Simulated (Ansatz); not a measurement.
Start from Sn (space group I4_1/amd, No. 141; a = 5.8862 Å, c = 3.1837 Å).

The values are results of r2SCAN (Ansatz, a quantum-chemistry and plane-wave program), spin-orbit coupling left out, not measurements.

Base values:

```
Quantity               Value
-------------------  -------
Lattice parameter a  5.886 Å
```

Modification: a hydrostatic pressure of 3 GPa.

**Question.** What does the calculation give for the lattice parameter a after the change?

**Answer.** The lattice parameter a shrinks by 0.1027 Å (5.886 Å → 5.784 Å).

Load acts through the strain it causes; cell and atoms are relaxed under it. Stability against distortions was not tested.
